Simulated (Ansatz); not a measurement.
## Ca3BiN in the anti-perovskite structure (space group Pm-3m, No. 221)

```cif
data_BiCa3N
_chemical_formula_sum 'Ca3 Bi1 N1'
_space_group_name_H-M_alt 'Pm-3m'
_space_group_IT_number 221
_space_group_name_Hall '-P 4 2 3'
_cell_length_a 4.84409
_cell_length_b 4.84409
_cell_length_c 4.84409
_cell_angle_alpha 90.000
_cell_angle_beta 90.000
_cell_angle_gamma 90.000
loop_
_atom_site_label
_atom_site_type_symbol
_atom_site_symmetry_multiplicity
_atom_site_Wyckoff_symbol
_atom_site_fract_x
_atom_site_fract_y
_atom_site_fract_z
_atom_site_occupancy
Ca1 Ca 3 c 0.00000 0.50000 0.50000 1
Bi1 Bi 1 a 0.00000 0.00000 0.00000 1
N1 N 1 b 0.50000 0.50000 0.50000 1
```

Computed with Kohn–Sham DFT with the PBEsol functional, run in Ansatz (an electronic-structure program) with PAW and 420 eV plane waves, scalar-relativistic without spin-orbit coupling. Γ-centred 7×7×7 mesh, Fermi–Dirac width 0.05 eV.

| Item | Result |
|---|---|
| Volume per atom | 22.73 Å³ |
| Density | 5.01 g/cm³ |
| Band gap | 0.31 eV, direct at Γ |
| Electron mass (degenerate bands, along [100]) | 0.063, 0.87 mₑ |
| Hole mass (degenerate bands, along [100]) | 0.046, 0.30, 0.30 mₑ |
| Lowest conduction-band minima above the VBM | Γ 0.31 eV |
| Total energy | -3601.445 eV/atom (σ→0; compares only within this code and set-up) |

With Bi present, leaving out spin-orbit coupling can change the band edges. Masses are band curvatures over ±0.01 Å⁻¹ around the edge. Whether these cells are dynamically stable was not tested.
